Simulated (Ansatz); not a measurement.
Start from InAs in the zinc blende structure (space group F-43m, No. 216).

```yaml
crystal:
  lattice:
    - [0.00000, 3.04364, 3.04364]
    - [3.04364, 0.00000, 3.04364]
    - [3.04364, 3.04364, 0.00000]
  atoms:
    - { symbol: In, position: [0.00000, 0.00000, 0.00000] }
    - { symbol: As, position: [0.25000, 0.25000, 0.25000] }
```

Level of theory: PBEsol/PAW in Ansatz (a first-principles code), scalar-relativistic without spin-orbit coupling.

Strains are applied to the cell and any free atomic positions relax.

One change was made to it. Results:

The pressure goes from zero to -1.5 GPa; the energy rises by 4.3 meV/atom; the band gap remains zero.

Problem. What was done to the base?
(A) isotropic strain +2.50 %
(B) isotropic strain +2.00 %
(C) isotropic strain −3.00 %
(D) isotropic strain −0.50 %
(E) isotropic strain +1.00 %

Solution. E, isotropic strain +1.00 %. For comparison, the energy relative to the base in the other runs: isotropic strain −0.50 % gives +1.1 meV/atom; isotropic strain +2.50 % gives +25 meV/atom; isotropic strain +2.00 % gives +16 meV/atom; isotropic strain −3.00 % gives +44 meV/atom.

The mesh was chosen for an insulator and is coarse for the gapless case. Whether these cells are dynamically stable was not tested. All final runs are without spin polarisation. The zero or small gap of InAs can change with the level of theory.
